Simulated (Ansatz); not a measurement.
rock-salt TiN (1 1 0) on polar orthorhombic HfO2 (1 1 0), 1 Si on Ti sites at each interface (film strained to the substrate, started from cuts of the bulks and a machine-learned relaxation)

A periodic stack without vacuum, rock-salt TiN (1 1 0) on polar orthorhombic HfO2 (1 1 0), 1 Si on Ti sites at each interface (film strained to the substrate, started from cuts of the bulks and a machine-learned relaxation): substrate slab Hf12O26, film N18Ti16Si2, surface cells [[0, 1], [-1, 0]] and [[-1, 2], [-1, -1]], film strained by -1.9 and -0.4 %, outermost planes O/O and NTi/NTi as cut, which need not be the usual terminations and can put a slab off its formula.

The start was prepared with a machine-learned potential, and the result is one local minimum, with the in-plane cell held and forces under 0.04 eV/Å; the film can end far from its bulk form.

These are PBE (plane waves to 420 eV, PAW; Ansatz, a program for electronic structure) values and carry that method's errors. Spin–orbit coupling is left out; the runs are not spin-polarised; PBE gaps are too small against experiment. Its k-point mesh 4×5×1, Fermi–Dirac width 0.05 eV.

```
Quantity                                                                                   Result
--------------------------------------------------------------------------------  ---------------
interface area                                                                            37.4 Å²
period                                                                                    23.09 Å
gaps between the outermost planes at the two interfaces                           1.11 and 1.69 Å
Hf–Ti contacts across the interfaces within 1.22 times the sum of covalent radii   4, mean 3.53 Å
O–Ti contacts across the interfaces within 1.22 times the sum of covalent radii    4, mean 1.96 Å
Hf–Si contacts across the interfaces within 1.22 times the sum of covalent radii   2, mean 3.41 Å
O–Si contacts across the interfaces within 1.22 times the sum of covalent radii    2, mean 1.75 Å
```

```yaml
crystal:
  lattice:
    - [7.32939, 0.00047, -0.03079]
    - [0.00004, 5.10086, 0.07081]
    - [-0.09713, 0.32093, 23.09806]
  atoms:
    - { symbol: Hf, position: [0.88856, 0.41211, 0.10519] }
    - { symbol: Hf, position: [0.60616, 0.80838, 0.18708] }
    - { symbol: Hf, position: [0.11682, 0.85959, 0.17891] }
    - { symbol: Hf, position: [0.34199, 0.35990, 0.10235] }
    - { symbol: O, position: [0.40771, 0.08923, 0.16648] }
    - { symbol: O, position: [0.87540, 0.51550, 0.02295] }
    - { symbol: O, position: [0.58923, 0.56149, 0.11555] }
    - { symbol: O, position: [0.35534, 0.20311, 0.02692] }
    - { symbol: O, position: [0.87583, 0.63578, 0.17746] }
    - { symbol: O, position: [0.79426, 0.12981, 0.17804] }
    - { symbol: O, position: [0.08524, 0.13616, 0.11344] }
    - { symbol: O, position: [0.13851, 0.62566, 0.10534] }
    - { symbol: Hf, position: [0.37440, 0.31374, 0.26195] }
    - { symbol: Hf, position: [0.07758, 0.81309, 0.34709] }
    - { symbol: Hf, position: [0.56549, 0.80631, 0.34350] }
    - { symbol: Hf, position: [0.86565, 0.32825, 0.25354] }
    - { symbol: O, position: [0.92184, 0.15920, 0.33280] }
    - { symbol: O, position: [0.34020, 0.62001, 0.20245] }
    - { symbol: O, position: [0.02736, 0.66315, 0.27068] }
    - { symbol: O, position: [0.12803, 0.16911, 0.23688] }
    - { symbol: O, position: [0.34271, 0.55216, 0.33221] }
    - { symbol: O, position: [0.31090, 0.05113, 0.34228] }
    - { symbol: O, position: [0.58988, 0.05165, 0.26957] }
    - { symbol: O, position: [0.63160, 0.55968, 0.26354] }
    - { symbol: Hf, position: [0.84692, 0.30754, 0.42038] }
    - { symbol: Hf, position: [0.57567, 0.80738, 0.50528] }
    - { symbol: Hf, position: [0.02116, 0.79840, 0.49341] }
    - { symbol: Hf, position: [0.34175, 0.29075, 0.41614] }
    - { symbol: O, position: [0.39944, 0.09366, 0.48867] }
    - { symbol: O, position: [0.81283, 0.65999, 0.37047] }
    - { symbol: O, position: [0.49288, 0.63244, 0.43182] }
    - { symbol: O, position: [0.60980, 0.14492, 0.39340] }
    - { symbol: O, position: [0.81132, 0.54717, 0.49177] }
    - { symbol: O, position: [0.80724, 0.04742, 0.49936] }
    - { symbol: O, position: [0.07769, 0.06529, 0.42883] }
    - { symbol: O, position: [0.11491, 0.55901, 0.42507] }
    - { symbol: O, position: [0.43506, 0.59103, 0.56505] }
    - { symbol: O, position: [0.13345, 0.87678, 0.56870] }
    - { symbol: N, position: [0.43285, 0.02747, 0.62713] }
    - { symbol: N, position: [0.78041, 0.72943, 0.62002] }
    - { symbol: N, position: [0.13315, 0.42309, 0.62743] }
    - { symbol: N, position: [0.11835, 0.88404, 0.68408] }
    - { symbol: N, position: [0.44585, 0.55752, 0.68274] }
    - { symbol: N, position: [0.78369, 0.22124, 0.68365] }
    - { symbol: N, position: [0.11859, 0.37749, 0.75237] }
    - { symbol: N, position: [0.45117, 0.04756, 0.75186] }
    - { symbol: N, position: [0.78611, 0.71132, 0.75166] }
    - { symbol: N, position: [0.78639, 0.20537, 0.81659] }
    - { symbol: N, position: [0.12068, 0.87133, 0.81739] }
    - { symbol: N, position: [0.45443, 0.53620, 0.81592] }
    - { symbol: N, position: [0.78951, 0.69556, 0.88463] }
    - { symbol: N, position: [0.12351, 0.36300, 0.88745] }
    - { symbol: N, position: [0.45528, 0.02936, 0.88444] }
    - { symbol: N, position: [0.48694, 0.57712, 0.94197] }
    - { symbol: N, position: [0.75957, 0.13107, 0.94205] }
    - { symbol: N, position: [0.12523, 0.85708, 0.94503] }
    - { symbol: Ti, position: [0.28324, 0.21698, 0.68496] }
    - { symbol: Ti, position: [0.61725, 0.89622, 0.68272] }
    - { symbol: Ti, position: [0.95082, 0.54693, 0.68359] }
    - { symbol: Si, position: [0.28667, 0.72115, 0.61661] }
    - { symbol: Ti, position: [0.61291, 0.41179, 0.62460] }
    - { symbol: Ti, position: [0.95165, 0.04359, 0.62475] }
    - { symbol: Ti, position: [0.96132, 0.52934, 0.81950] }
    - { symbol: Ti, position: [0.28201, 0.21048, 0.81923] }
    - { symbol: Ti, position: [0.62041, 0.87127, 0.81216] }
    - { symbol: Ti, position: [0.94719, 0.05388, 0.74976] }
    - { symbol: Ti, position: [0.28426, 0.71123, 0.75135] }
    - { symbol: Ti, position: [0.62393, 0.37369, 0.74977] }
    - { symbol: Si, position: [0.62354, 0.85534, 0.93065] }
    - { symbol: Ti, position: [0.96502, 0.55017, 0.94947] }
    - { symbol: Ti, position: [0.28574, 0.16897, 0.94984] }
    - { symbol: Ti, position: [0.62422, 0.36113, 0.88445] }
    - { symbol: Ti, position: [0.95671, 0.04015, 0.88442] }
    - { symbol: Ti, position: [0.29039, 0.68610, 0.88509] }
```
